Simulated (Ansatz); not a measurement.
System: GaN (model structure, P6₂22, No. 180, 6 atoms in the cell). Method: r²SCAN0 (Ansatz, a quantum-chemistry and plane-wave program, plane waves, PAW).

Settings: plane-wave cutoff 520 eV, 9×9×4 k mesh (along the axes of the cell as run), Fermi–Dirac smearing 0.01 eV, scalar-relativistic PAW data made under PBE.

Cell (relaxed with PBEsol):

```xyz
6
Lattice="3.1252 0.0000 0.0000 -1.5626 2.7065 0.0000 0.0000 0.0000 7.3585" Properties=species:S:1:pos:R:3 pbc="T T T"
Ga     1.5628     0.0000     4.9057
Ga    -0.7814     1.3535     2.4528
Ga     0.7812     1.3530     0.0000
N      1.5627     0.0000     1.2264
N     -0.7813     1.3533     6.1321
N      0.7813     1.3532     3.6793
```

### Question
Estimate the band gap that the calculation returns.

### Answer

* **band gap**: 3.65 eV (on the SCF k mesh)

Note: the relaxation could raise the start's symmetry but not lower it, so the cell can be a saddle point; cell and atoms aren't relaxed at this level (pressure -4.3 GPa).

Spin–orbit coupling is not included.

A model structure was made by putting elements into a prototype or built by hand; it is no filed structure, need not be a known phase, and can be a saddle point held by its symmetry.
